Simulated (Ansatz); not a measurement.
# K3P: pressure 30 GPa

Base system: K3P (space group P6_3/mmc, No. 194; a = 5.6746 Å, c = 10.0338 Å).

One thing is altered: cell and atoms relaxed at a pressure of 30 GPa.

Level of theory: Ansatz (a quantum-chemistry and plane-wave program), r2SCAN, PAW, cutoff 500 eV, no SOC. k-mesh 7×7×4 (Γ-centred); smearing 0.05 eV (Fermi–Dirac).

```csv
quantity,base,changed,shift
volume per atom,34.98 Å³,19.73 Å³,-15.25 Å³
density,1.76 g/cm³,3.12 g/cm³,+1.36 g/cm³
lattice parameter a,5.675 Å,4.705 Å,-0.970 Å
c/a ratio,1.768,1.750,-0.018
shortest interatomic distance,3.276 Å,2.688 Å,-0.588 Å
enthalpy H = E + PV relative to the base's energy,–,+4.57 eV/atom,–
band gap,0.61 eV,1.13 eV,+0.52 eV
gap character,"indirect, M → Γ","indirect, M → Γ",–
width of the top valence band,0.30 eV,1.07 eV,+0.778 eV
electron mass,"0.15 mₑ along c, 0.20 mₑ across (at Γ)","0.32 mₑ along c, 0.42 mₑ across (at Γ)",–
"valley order (the lowest conduction-band minima on the path, energy above the VBM, named in the base's zone)","Γ 0.61 eV; L (1/2, 0, 1/2) 1.94 eV","Γ 1.13 eV; K (1/3, 1/3, 0) 1.31 eV",–
```

Load acts through the strain it causes; cell and atoms are relaxed under it. Masses are band curvatures over ±0.01 Å⁻¹ around the edge. Stability against distortions was not tested. Competing high-pressure phases were not computed.
